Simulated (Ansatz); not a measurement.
For InSb (model structure, started from the CdTe type, P3₁21, No. 152, 6 atoms in the cell), LDA in Ansatz (PAW) gives:

| Item | Result |
|---|---|
| lattice parameter a | 4.542 Å |
| lattice parameter c | 9.922 Å |
| cohesive energy | 3.36 eV/atom |

Q: What does PBE-D3(BJ) (PAW; Ansatz, an electronic-structure program) give for the same quantities?

A: 
- lattice constant a: 4.559 Å (goes up by 0.4 %)
- lattice parameter c: 10.055 Å (grows by 1.3 %)
- cohesive energy: 2.88 eV/atom (decreases by 0.48 eV/atom)

Changes are worked out from the printed values.

Unless a cell is named, each level is at its own relaxed cell (LDA 29.55, PBE-D3(BJ) 30.17 Å³/atom).

Levels without +SOC leave out spin–orbit coupling, which shifts energies and cells of such heavy elements.

Ansatz's density-functional and Hartree–Fock values are scalar-relativistic unless marked +SOC, with PAW data made under PBE.

A model structure was made by putting elements into a prototype or built by hand; it is no filed structure, need not be a known phase, and can be a saddle point held by its symmetry.
